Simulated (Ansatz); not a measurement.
**InSb under a change: Al on a In site, symmetric start**

The parent structure is a 16-atom supercell of InSb in the zinc blende structure (space group F-43m, No. 216; a = 6.635 Å) at its relaxed geometry.

Modification: one In atom is replaced by Al, atoms relaxed at fixed cell.

Method: Kohn–Sham DFT with the PBE functional, run in Ansatz (a first-principles code) with PAW and 420 eV plane waves, spin-orbit coupling left out. Γ-centred 5×5×5 mesh, Fermi–Dirac width 0.05 eV.

The pressure goes from zero to -0.9 GPa and the energy gained by relaxation amounts to 0.14 eV. The largest displacement of a host atom from its site in the perfect cell is 0.10 Å and the mean distance from the defect site to its nearest host atoms shrinks by 0.10 Å to 2.77 Å.

Final structure:

```
CELL_PARAMETERS angstrom
      0.00000     6.63461     6.63461
      6.63461     0.00000     6.63461
      6.63461     6.63461     0.00000
ATOMIC_POSITIONS crystal
  Sb 0.37502 0.37502 0.37502
  Sb 0.37502 0.37502 0.87493
  Sb 0.37502 0.87493 0.37502
  Sb 0.36175 0.87942 0.87942
  Sb 0.87493 0.37502 0.37502
  Sb 0.87942 0.36175 0.87942
  Sb 0.87942 0.87942 0.36175
  Sb 0.87942 0.87942 0.87942
  Al 0.00000 0.00000 0.00000
  In 0.99959 0.99959 0.50041
  In 0.99959 0.50041 0.99959
  In 0.99959 0.50041 0.50041
  In 0.50041 0.99959 0.99959
  In 0.50041 0.99959 0.50041
  In 0.50041 0.50041 0.99959
  In 0.50000 0.50000 0.50000
```

In so small a cell the defect repeats every few ångströms: this is an ordered compound, not a dilute defect. The defect started on the symmetric site and kept its symmetry, so it may sit on a saddle. The final runs are not spin-polarised. The defect cell is not spin-polarised.
